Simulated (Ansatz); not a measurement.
## BeTe, response to strain

Take BeTe in the zinc blende structure (space group F-43m, No. 216; a = 5.5542 Å) as the base.

Strains are applied to the cell and any free atomic positions relax.

The values are results of LDA (Ansatz, an electronic-structure program, PAW, no SOC), not measurements.

Candidates:
(a) isotropic strain −3.00 %
(b) isotropic strain −1.50 %
(c) isotropic strain +3.00 %

For the base:

* **Band gap**: 1.79 eV

Question: Order them by band gap, highest first.

Answer: (c) isotropic strain +3.00 % (1.99 eV), (b) isotropic strain −1.50 % (1.68 eV), (a) isotropic strain −3.00 % (1.55 eV)

Spin-orbit coupling, missing from the scalar runs, can matter with Te. No phonon test of stability was made.
